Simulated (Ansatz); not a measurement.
**Response to strain in Nb**

Take Nb in the bcc (W type) structure (space group Im-3m, No. 229; a = 3.304 Å; relaxed with 0.1 eV smearing) as the base. Axes: x, y, z lie along the cube axes.

Strains are applied to the cell and any free atomic positions relax; under biaxial strain the out-of-plane vector relaxes too.

Calculations: plane-wave PAW DFT at the r2SCAN level (Ansatz, a program for electronic structure, 500 eV), without spin-orbit coupling.

Notes on the quantities. energy relative to the base: free energy F.

| change | energy relative to the base | ratio −ε⊥/ε∥ |
|---|---|---|
| base | 0 meV/atom | – |
| biaxial strain −3.00 %, plane normal [001], relaxed out of plane | +27 meV/atom | 1.09 |
| biaxial strain −2.50 %, plane normal [001], relaxed out of plane | … | 1.09 |
| biaxial strain −2.00 %, plane normal [001], relaxed out of plane | … | 1.08 |
| biaxial strain −1.50 %, plane normal [001], relaxed out of plane | +6.4 meV/atom | 1.08 |
| biaxial strain −1.00 %, plane normal [001], relaxed out of plane | … | 1.08 |
| biaxial strain −0.50 %, plane normal [001], relaxed out of plane | +0.7 meV/atom | – |

**Question.** Complete the table.

**Answer.** 
- biaxial strain −2.50 %, plane normal [001], relaxed out of plane, energy relative to the base: +18 meV/atom
- biaxial strain −2.00 %, plane normal [001], relaxed out of plane, energy relative to the base: +12 meV/atom
- biaxial strain −1.00 %, plane normal [001], relaxed out of plane, energy relative to the base: +2.8 meV/atom

No phonon test of stability was made. The final runs are not spin-polarised.
